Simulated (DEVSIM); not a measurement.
Device: abrupt GaAs n-p junction, at 400 K.

| layer (left to right) | material | thickness (μm) | Nd (cm⁻³) | Na (cm⁻³) | τn (s) | τp (s) |
|---|---|---|---|---|---|---|
| 1 | GaAs | 7.10 | 8.8e16 | - | 8.8e-9 | 8.8e-9 |
| 2 | GaAs | 9.30 | - | 3.6e15 | 8.8e-9 | 8.8e-9 |

Left contact: ohmic. Right contact: ohmic. Voltage is applied to the left contact. Recombination: SRH at mid-gap, radiative, Auger. Mobility is constant in doping.

Constants are typed, rounded textbook-type inputs, not results; the design itself was drawn at random and stands for no fabricated device. Values at 300 K; Nc and Nv go as T^1.5, mobilities as T to minus their exponent, the gap by Varshni's rule with the affinity fixed.

```csv
parameter,GaAs
gap (eV),1.424
affinity (eV),4.07
permittivity,12.9
Nc (cm⁻³),4.7e17
Nv (cm⁻³),9e18
μn (cm²/Vs),8500
μp (cm²/Vs),400
T exponent of μn,2.1
T exponent of μp,2.2
B (cm³/s),2e-10
Cn (cm⁶/s),1e-30
Cp (cm⁶/s),1e-30
Varshni α (eV/K),0.000541
Varshni β (K),204
```

Model (solved in DEVSIM): 1D drift-diffusion, Boltzmann statistics, complete ionisation; no tunnelling, impact ionisation, image-force lowering or self-heating.

The doping Na of layer 2 was swept, all else fixed.

```json
[
 {"doping Na of layer 2 (cm^-3)": "1.1e14", "largest field in the device at zero bias (V/cm)": "18000", "dark forward voltage at 100 A/cm² (V)": "1.064", "dark forward voltage at 1 A/cm² (V)": "0.643", "potential step across the device at zero bias (V)": "0.900"},
 {"doping Na of layer 2 (cm^-3)": "3.6e14", "largest field in the device at zero bias (V/cm)": "19000", "dark forward voltage at 100 A/cm² (V)": "0.990", "dark forward voltage at 1 A/cm² (V)": "0.672", "potential step across the device at zero bias (V)": "0.941"},
 {"doping Na of layer 2 (cm^-3)": "1.1e15", "largest field in the device at zero bias (V/cm)": "22000", "dark forward voltage at 100 A/cm² (V)": "0.963", "dark forward voltage at 1 A/cm² (V)": "0.705", "potential step across the device at zero bias (V)": "0.979"},
 {"doping Na of layer 2 (cm^-3)": "3.6e15", "largest field in the device at zero bias (V/cm)": "32000", "dark forward voltage at 100 A/cm² (V)": "0.958", "dark forward voltage at 1 A/cm² (V)": "0.744", "potential step across the device at zero bias (V)": "1.020"},
 {"doping Na of layer 2 (cm^-3)": "1.1e16", "largest field in the device at zero bias (V/cm)": "52000", "dark forward voltage at 100 A/cm² (V)": "0.970", "dark forward voltage at 1 A/cm² (V)": "0.782", "potential step across the device at zero bias (V)": "1.059"},
 {"doping Na of layer 2 (cm^-3)": "3.6e16", "largest field in the device at zero bias (V/cm)": "86000", "dark forward voltage at 100 A/cm² (V)": "0.994", "dark forward voltage at 1 A/cm² (V)": "0.821", "potential step across the device at zero bias (V)": "1.099"},
 {"doping Na of layer 2 (cm^-3)": "1.1e17", "largest field in the device at zero bias (V/cm)": "120000", "dark forward voltage at 100 A/cm² (V)": "1.023", "dark forward voltage at 1 A/cm² (V)": "0.855", "potential step across the device at zero bias (V)": "1.138"}
]
```

From the first row to the last the largest field in the device at zero bias goes from 18000 to 120000. From the first row to the last the dark forward voltage at 100 A/cm² goes from 1.064 to 1.023.
